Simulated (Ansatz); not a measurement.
The reference is CuI in the zinc blende structure (space group F-43m, No. 216; a = 5.9393 Å).

Perturbation: cell and atoms relaxed at a pressure of 22.5 GPa.

Levels (all Ansatz, a program for electronic structure, PAW): PBEsol (420 eV, no spin-orbit coupling); HSE06+SOC (420 eV, noncollinear with spin-orbit coupling).

The geometry is relaxed with PBEsol.

- PBEsol lowest conduction level above the VBM at special points = X 1.88 eV; Γ 1.99 eV; L 2.29 eV
- PBEsol valence-band top at Γ = 0.00, 0.00, 0.00 eV

Question: Predict the lowest conduction level above the VBM at special points and valence-band top at Γ from HSE06+SOC.

Answer: The lowest conduction level above the VBM at special points goes from X 1.88 eV; Γ 1.99 eV; L 2.29 eV to X 2.65 eV; Γ 3.17 eV; L 3.35 eV; the valence-band top at Γ (three highest Kramers pairs, from the VBM) changes from 0.00, 0.00, 0.00 eV to 0.00, 0.00, -0.84 eV. The threefold valence maximum splits by Δso ≈ 0.84 eV.

Single points use the geometry relaxed with PBEsol. HSE06 gaps are upper bounds (no full band path). Differences between runs with and without spin-orbit coupling are approximate. With I present, leaving out spin-orbit coupling can change the band edges. The levels and masses belong to the bands next to the band gap. Load acts through the strain it causes; cell and atoms are relaxed under it. Stability against distortions was not tested. Tetrahedral semiconductors of this kind turn to denser phases somewhere between about 1 and 50 GPa; those were not computed, so compressed cells here can lie past the real transition. The runs without spin-orbit coupling are not spin-polarised.
